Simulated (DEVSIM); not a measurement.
illuminated Si n-on-p cell, one wavelength, with a back-surface field

System: illuminated Si n-on-p cell, one wavelength, with a back-surface field, at 300 K.

| layer (left to right) | material | thickness (μm) | Nd (cm⁻³) | Na (cm⁻³) | τn (s) | τp (s) | absorption coefficient (cm⁻¹) |
|---|---|---|---|---|---|---|---|
| 1 | Si | 0.170 | 8.6e18 | - | 4.2e-5 | 2.4e-5 | 4400 |
| 2 | Si | 100 | - | 2.5e15 | 5.6e-5 | 5.6e-5 | 4400 |
| 3 | Si | 0.490 | - | 7.3e18 | 5.6e-5 | 5.6e-5 | 4400 |

Left contact: ohmic, minority hole recombination velocity 30 cm/s. Right contact: ohmic, minority electron recombination velocity 1e6 cm/s. Voltage is applied to the left contact. Recombination: SRH at mid-gap, radiative, Auger. Light enters at the left, 3.3e17 photons cm⁻² s⁻¹, one pass, no reflection. Mobility is constant in doping.

Constants are typed, rounded textbook-type inputs, not results; the design itself was drawn at random and stands for no fabricated device. Values at 300 K.

```
parameter           Si
-------------  -------
gap (eV)         1.124
affinity (eV)     4.05
permittivity      11.7
Nc (cm⁻³)      2.86e19
Nv (cm⁻³)       3.1e19
μn (cm²/Vs)       1417
μp (cm²/Vs)        470
B (cm³/s)      4.7e-15
Cn (cm⁶/s)     2.8e-31
Cp (cm⁶/s)     9.9e-32
```

Simulated with DEVSIM: 1D drift-diffusion, Boltzmann statistics, complete ionisation; no tunnelling, impact ionisation, image-force lowering or self-heating.

```json
{
  "potential_step_across_the_device_at_zero_bias": "1.056 V",
  "Dark forward voltage at 1 A/cm²": "0.713 V",
  "Dark forward voltage at 100 A/cm²": "0.863 V",
  "short_circuit_current": "52.8 mA/cm²",
  "open_circuit_voltage": "0.624 V",
  "fill_factor": "0.82",
  "largest_power": "27.1 mW/cm²",
  "share_of_generated_pairs_collected_at_short_circuit": "0.999"
}
```

Dark forward current:

(V (V), J (A/cm²)): (-0.05, -1.7e-10); (-0.15, -2.5e-9); (-0.20, -1.0e-8); (-0.30, -2.9e-7); (-0.35, -1.9e-6); (-0.45, -8.5e-5); (-0.50, -0.00058); (-0.60, -0.024); (-0.65, -0.12); (-0.75, -3.5); (-0.80, -17); (-0.90, -260); (-0.95, -740); (-1.05, -3000)

Current under light (generator sign):

```json
[
 {"V (V)": "0.00", "J (mA/cm²)": "52.8"},
 {"V (V)": "0.08", "J (mA/cm²)": "52.8"},
 {"V (V)": "0.18", "J (mA/cm²)": "52.8"},
 {"V (V)": "0.28", "J (mA/cm²)": "52.8"},
 {"V (V)": "0.38", "J (mA/cm²)": "52.8"},
 {"V (V)": "0.48", "J (mA/cm²)": "52.5"},
 {"V (V)": "0.50", "J (mA/cm²)": "52.2"},
 {"V (V)": "0.52", "J (mA/cm²)": "51.5"},
 {"V (V)": "0.54", "J (mA/cm²)": "50.0"},
 {"V (V)": "0.56", "J (mA/cm²)": "47.0"},
 {"V (V)": "0.58", "J (mA/cm²)": "40.8"},
 {"V (V)": "0.60", "J (mA/cm²)": "28.8"},
 {"V (V)": "0.62", "J (mA/cm²)": "6.15"},
 {"V (V)": "0.64", "J (mA/cm²)": "-36.7"}
]
```
